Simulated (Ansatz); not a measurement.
Abridged Ansatz (a program for electronic structure) output:

```
Pseudopotential: Al, paw, valence charge 3
Pseudopotential: O, paw, valence charge 6
Crystal: 10 atoms, lattice volume = 130.018 Å³
Basis set: ecut = 420 eV, 2555 PW (Γ), exchange–correlation on 80×80×80 points (8 copies of the dense FFT grid, shifted against one another)
Bands: 34, of which v1, the nominal top of the filled ones, is band 24 counted from 1 (23 counted from 0)
Symmetry: 2 space group operations
k-points: 100 of 343 (time reversal used)
Functional: x = pbe(κ = 0.804, μ = 0.2195149727645171), c = pbe(β = 0.06672455060314922)
SCF iter   1: F=—  HF=-5568.641542 eV  |F-HF|=—  |Δ(HF+E_count)|=         —  Δρ=1.45e-3  dr2=2.57e-3  ethr=1.77e-3  ⟨swp⟩=6.5  Hψ=17297  notcnv=0  defer=108
SCF iter   2: F=—  HF=-5568.642749 eV  |F-HF|=—  |Δ(HF+E_count)|=   1.21e-3  Δρ=9.61e-4  dr2=8.16e-4  ethr=5.35e-6  ⟨swp⟩=2.1  Hψ=5813  notcnv=0  defer=238
SCF 1 converged in 9 iterations: F = -5568.643406 eV  dr2 = 5.85e-10
SCF converged after 9 iterations
Free energy (F): -5568.643406 eV
Internal energy: -5568.643406 eV  (E = F + TS)
E sigma→0 (E₀):  -5568.643406 eV
Fermi energy:    5.044562 eV
--- Forces (eV/Å), atoms counted from 1 ---
  atom   1  Al     0.00003273    -0.00092465     0.00090179
  atom   2  Al     0.00003273     0.00092465     0.00090179
  atom   3  Al    -0.00045903    -0.00001072    -0.00026830
  atom   4  Al    -0.00045903     0.00001072    -0.00026830
  atom   5  O      0.00025481     0.00090446    -0.00033281
  atom   6  O      0.00025481    -0.00090446    -0.00033281
  atom   7  O     -0.00068214    -0.00008402    -0.00022716
  atom   8  O     -0.00068214     0.00008402    -0.00022716
  atom   9  O      0.00085755    -0.00082186    -0.00008000
  atom  10  O      0.00085755     0.00082186    -0.00008000
--- Stress (GPa, compression-positive) ---
        0.007198       0.000000       0.000747
        0.000000      -0.000752      -0.000000
        0.000721      -0.000000      -0.001973
  P = ⅓ Tr σ = 0.0015 GPa (0.015 kbar)
```

**Question.** What was computed, and what are the main results?

**Answer.** Al2O3, 10 atoms in the cell, with PBE (Ansatz), no spin-orbit coupling. The last SCF converged to F = -5568.643406 eV, or -556.8643 eV per atom, at a pressure of 0.00 GPa. The total energy compares only with runs of the same code, potentials and settings.

Whether these cells are dynamically stable was not tested. The cell is Al2O3 (space group Cc, No. 9; a hypothetical phase, not in the database extracts checked).
